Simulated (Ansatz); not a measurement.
**Pressure series in BP**

The parent structure is BP in the zinc blende structure (space group F-43m, No. 216; a = 4.548 Å).

Cell and atoms are relaxed at each pressure.

Levels (all Ansatz, a first-principles code, PAW, earlier PAW set): PBE (420 eV, no SOC); r2SCAN (500 eV, no SOC).

The base cell above is that of PBE; each level relaxes its own structures.

```tsv
case	band gap, PBE	band gap, r2SCAN
pressure −2 GPa	1.27 eV	1.43 eV
pressure −1 GPa	1.26 eV	1.42 eV
pressure 3 GPa	1.22 eV	1.38 eV
pressure 7 GPa	1.19 eV	1.35 eV
pressure 15 GPa	1.13 eV	1.29 eV
pressure 30 GPa	1.03 eV	1.19 eV
pressure 50 GPa	0.90 eV	1.06 eV
pressure 75 GPa	0.75 eV	0.91 eV
pressure 100 GPa	0.62 eV	0.78 eV
```

PBE lies below r2SCAN in every row, by 0.16 eV to 0.16 eV. They put the cases in the same order.

Load acts through the strain it causes; cell and atoms are relaxed under it. Stability against distortions was not tested. Competing high-pressure phases were not computed.
